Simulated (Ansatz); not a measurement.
MgO (Fm-3m) under hydrostatic pressure: band gap by PBEsol, rigid bands (plane waves, PAW, scalar-relativistic; Ansatz, a first-principles code). The unloaded cell, whose axes the loads refer to:

MgO has the cubic space group Fm-3m (No. 225), the rock salt structure, Pearson symbol cF8. Conventional cell: a = 4.215 Å, b = 4.215 Å, c = 4.215 Å, α = 90.00°, β = 90.00°, γ = 90.00°. Mg on 4a has 6 O at 2.107 Å (octahedral). O on 4b is surrounded by 6 Mg at 2.107 Å (octahedral). (Neighbours: up to the widest gap in distance over summed covalent radii, below 1.35, at either atom; cation-cation and far metal-metal contacts left out.)
(The calculation used a cell of 2 atoms; values per cell refer to that cell.)

| hydrostatic pressure (GPa) | volume per atom (Å³) | band gap (eV) |
|---|---|---|
| -2 | 9.48 | 4.498 |
| 0 | 9.36 | 4.622 |
| 2 | 9.24 | 4.742 |
| 5 | 9.08 | 4.914 |
| 10 | 8.85 | ? |

**Question.** Fit a straight line to band gap against the load over the rows given, and predict the row at 10 GPa.

**Answer.** The means are x̄ = 1.250 GPa and ȳ = 4.6940; Σ(x − x̄)(y − ȳ) = 1.588 and Σ(x − x̄)² = 26.75, so the slope is 59.4 meV per GPa, and the rows given lie within 3.5 meV of the line. At 10 GPa the line gives 5.213 eV; the calculation gives 5.183 eV, 0.59 % from it.

**Question.** With all rows, what volume deformation potential dE_g/d ln V follows?

**Answer.** A line through E_g against ln V has the slope -9.9 eV, so the gap opens under compression.

Spin-orbit coupling is left out. Stresses and pressures are the targets of the relaxation. The structure type is held at every load. Geometry: cell and atoms relaxed with PBEsol.
